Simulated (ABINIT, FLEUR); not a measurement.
An ABINIT input for a self-consistent single point of LiBr (Fm-3m, 2 atoms in the cell) (DFT, LDA (PW92), plane waves, norm-conserving pseudopotentials (PseudoDojo nc-sr-04 LDA standard)):

```
# LiBr, PseudoDojo nc-sr-04 LDA standard
pp_dirpath "./"
pseudos "Li.upf, Br.upf"
acell 3.7734555388 3.7734555388 3.7734555388 Angstrom
rprim
        -0.0000000000    0.7071067812    0.7071067812
         0.7071067812   -0.0000000000    0.7071067812
         0.7071067812    0.7071067812   -0.0000000000
natom 2
ntypat 2
znucl 3 35
typat 1 2
xcart
         0.0000000000    0.0000000000    0.0000000000
         2.6682360000    2.6682360000    2.6682360000
      Angstrom
ecut 1007 eV
occopt 3
tsmear 0.00036749
nband 10
kptopt 1
ngkpt 10 10 10
nshiftk 1
shiftk 0 0 0
nstep 80
tolvrs 1.0e-10
prtwf 0
prtden 0
enunit 2
```

Q: Give the FLEUR input for the same structure, mesh, smearing and functional.

A: This is the input that was run; spellings and numerical settings could be chosen otherwise.

Input of the input generator:

```
LiBr
&input film=f /
-0.0000000000 0.7071067812 0.7071067812
0.7071067812 -0.0000000000 0.7071067812
0.7071067812 0.7071067812 -0.0000000000
7.1307975118
1.0 1.0 1.0

2
3 0.0000000000 0.0000000000 0.0000000000
35 0.5000000000 0.5000000000 0.5000000000

&comp jspins=1 /
&exco xctyp='vwn' /
&kpt div1=10 div2=10 div3=10 gamma=t /
&end /
```

```xml
<?xml version="1.0" encoding="UTF-8" standalone="no"?>
<fleurInput fleurInputVersion="0.39">
   <comment>
      LiBr                                                                                                
   </comment>
   <calculationSetup>
      <cutoffs Kmax="4.6" Gmax="13.8" GmaxXC="13.8" numbands="0"/>
      <scfLoop itmax="60" minDistance="0.00001" maxIterBroyd="25" imix="Anderson" alpha="0.05" precondParam="0.0" spinf="2.0"/>
      <coreElectrons ctail="T" frcor="F" kcrel="0" coretail_lmax="0"/>
      <xcFunctional name="vwn" relativisticCorrections="F"/>
      <magnetism jspins="1"/>
      <soc l_soc="F" theta="0.0" phi="0.0" spav="F"/>
      <expertModes spex="0" secvar="F"/>
      <geometryOptimization l_f="T" forcealpha="1.0" forcemix="BFGS" epsdisp="0.00001" epsforce="0.00001"/>
      <ldaU l_linMix="F" mixParam="0.05" spinf="1.0"/>
   </calculationSetup>
   <cell>
      <bzIntegration valenceElectrons="8.0" mode="hist" fermiSmearingEnergy="0.00036749">
         <kPointListSelection listName="default-1"/>
         <!-- k-points included here -->
         <xi:include xmlns:xi="http://www.w3.org/2001/XInclude" href="kpts.xml"> </xi:include>
      </bzIntegration>
      <!-- symmetry operations included here -->
      <xi:include xmlns:xi="http://www.w3.org/2001/XInclude" href="sym.xml"> </xi:include>
      <bulkLattice scale="1.0">
         <bravaisMatrix>
            <row-1>    0.0000000000000000     5.0422352759578670     5.0422352759578670</row-1>
            <row-2>    5.0422352759578670     0.0000000000000000     5.0422352759578670</row-2>
            <row-3>    5.0422352759578670     5.0422352759578670     0.0000000000000000</row-3>
         </bravaisMatrix>
      </bulkLattice>
   </cell>
   <atomSpecies>
      <species name="Lithium (Li)" element="Li" atomicNumber="3">
         <mtSphere radius="1.73" gridPoints="599" logIncrement="0.016"/>
         <atomicCutoffs lmax="8" lnonsphr="6"/>
         <electronConfig flipSpins="F">
            <coreConfig>(1s1/2)</coreConfig>
            <valenceConfig>(2s1/2)</valenceConfig>
            <stateOccupation state="(2s1/2)" spinUp="0.5" spinDown="0.5"/>
         </electronConfig>
         <energyParameters s="2" p="2" d="3" f="4"/>
      </species>
      <species name="Bromine (Br)" element="Br" atomicNumber="35">
         <mtSphere radius="2.68" gridPoints="925" logIncrement="0.014"/>
         <atomicCutoffs lmax="10" lnonsphr="8"/>
         <electronConfig flipSpins="F">
            <coreConfig>(1s1/2) (2s1/2) (2p1/2) (2p3/2) (3s1/2) (3p1/2) (3p3/2) (3d3/2) (3d5/2)</coreConfig>
            <valenceConfig>(4s1/2) (4p1/2) (4p3/2)</valenceConfig>
            <stateOccupation state="(4p1/2)" spinUp="0.8333333333333" spinDown="0.8333333333333"/>
            <stateOccupation state="(4p3/2)" spinUp="1.6666666666667" spinDown="1.6666666666667"/>
         </electronConfig>
         <energyParameters s="4" p="4" d="4" f="4"/>
      </species>
   </atomSpecies>
   <atomGroups>
      <atomGroup species="Lithium (Li)">
         <relPos label="                   1">.0000000000 .0000000000 .0000000000</relPos>
         <force calculate="T" relaxXYZ="TTT"/>
      </atomGroup>
      <atomGroup species="Bromine (Br)">
         <relPos label="                   2">1.000/2.000 1.000/2.000 1.000/2.000</relPos>
         <force calculate="T" relaxXYZ="TTT"/>
      </atomGroup>
   </atomGroups>
   <output dos="F" band="F" slice="F">
      <checks vchk="F" cdinf="F"/>
      <bandDOS minEnergy="-.5*Htr" maxEnergy="0.5*Htr" sigma="0.015" storeEVData="T"/>
      <vacuumDOS vacdos="F" integ="F" star="F" nstars="0" locx1="0.0" locy1="0.0" locx2="0.0" locy2="0.0" nstm="0" tworkf="0.0"/>
      <unfoldingBand unfoldBand="F" supercellX="1" supercellY="1" supercellZ="1"/>
      <plotting iplot="0" polar="F">
         <plot TwoD="T" vec1="  1.0  0.0  0.0" vec2="  0.0  1.0  0.0" vec3="  0.0  0.0  1.0" zero="  0.0  0.0  0.0" file="plot"/>
      </plotting>
      <chargeDensitySlicing numkpt="0" minEigenval="0.0" maxEigenval="0.0" nnne="0" pallst="F"/>
      <specialOutput eonly="F"/>
      <magneticCircularDichroism mcd="F" energyLo="-10.0" energyUp="0.0"/>
   </output>
  <!-- We include the file relax.xml here to enable relaxations (see documentation) -->
  <xi:include xmlns:xi="http://www.w3.org/2001/XInclude" href="relax.xml"> <xi:fallback/> </xi:include>
</fleurInput>
```

Basis settings and potentials, where a program has them, do not carry over. This input uses DFT, LDA (Vosko-Wilk-Nusair), all-electron FLAPW (FLEUR), scalar-relativistic valence. LDA parametrisations can differ slightly between programs. Both were run: gap on the mesh 5.065 eV in ABINIT and 5.347 in FLEUR.

On ABINIT: the starting cell comes from a database of computed structures (which also holds hypothetical and non-ambient phases and stackings), without a prior relaxation at this level. For this run, on top of that: lattice scaled by 0.98.

On FLEUR: the starting cell comes from a database of computed structures (which also holds hypothetical and non-ambient phases and stackings), without a prior relaxation at this level. For this run, on top of that: lattice scaled by 0.98. Values depend on the basis (sphere radii, cutoffs, local orbitals), which need not be converged.
